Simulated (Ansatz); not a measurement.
# A computed series for Ir: response to strain

Take Ir in the fcc (Cu type) structure (space group Fm-3m, No. 225; a = 3.8118 Å; relaxed with 0.1 eV smearing) as the base. Axes: x, y, z lie along the cube axes.

Strains are applied to the cell and any free atomic positions relax.

All numbers come from LDA in Ansatz (plane waves to 420 eV, PAW, spin-orbit coupling left out).

Notes on the quantities. energy relative to the base: free energy F; pressure: mean of the normal stresses, compression positive.

| case | volume per atom | energy relative to the base | pressure |
|---|---|---|---|
| base | 13.85 Å³ | 0 meV/atom | 0.0 GPa |
| uniaxial strain ε_zz = −3.00 % | 13.43 Å³ | +28 meV/atom | 13.5 GPa |
| uniaxial strain ε_zz = −2.50 % | 13.50 Å³ | +19 meV/atom | 11.1 GPa |
| uniaxial strain ε_zz = −1.50 % | 13.64 Å³ | +6.7 meV/atom | 6.4 GPa |
| uniaxial strain ε_zz = −1.00 % | 13.71 Å³ | +3.0 meV/atom | 4.2 GPa |
| uniaxial strain ε_zz = −0.50 % | 13.78 Å³ | +0.7 meV/atom | 2.1 GPa |
| uniaxial strain ε_zz = +0.50 % | 13.92 Å³ | +0.7 meV/atom | -2.0 GPa |
| uniaxial strain ε_zz = +2.00 % | 14.12 Å³ | +11 meV/atom | -7.5 GPa |
| uniaxial strain ε_zz = +2.50 % | 14.19 Å³ | +17 meV/atom | -9.2 GPa |
| uniaxial strain ε_zz = +3.00 % | 14.26 Å³ | +24 meV/atom | -10.9 GPa |

Whether these cells are dynamically stable was not tested. All final runs are without spin polarisation.

Ansatz is a first-principles code.
